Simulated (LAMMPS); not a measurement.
Atomistic model of a slab of Ni (fcc) cut on the (110) plane, one half shifted rigidly along [001] and [1-10] of the cubic cell, atoms relaxed along the normal alone.

Model: machine-learned potential (static), pair style snap, file Ni_Zuo_JPCA2020.quadratic.snap, run in LAMMPS.

Fault energy γ (mJ/m²); x and y are the two shifts in Å.
```
|0136777776310|
|0146788876410|
|1257888887521|
|2368888888632|
|3478999998743|
|3579999999753|
|4579999999754|
|3579999999753|
|3478999998743|
|2368888888632|
|1257888887521|
|0146788876410|
|0136777776310|
```
Scale: ten equal steps from 0 (start of '0') to 2635 (end of '9'), in the order '0123456789'; x runs from 0.000 to 3.52, y from 0.000 (bottom) to 2.49 (top).

Main features:
- largest energy on the surface: 2630 mJ/m²
- largest energy on the line along [001]: 2090 mJ/m²
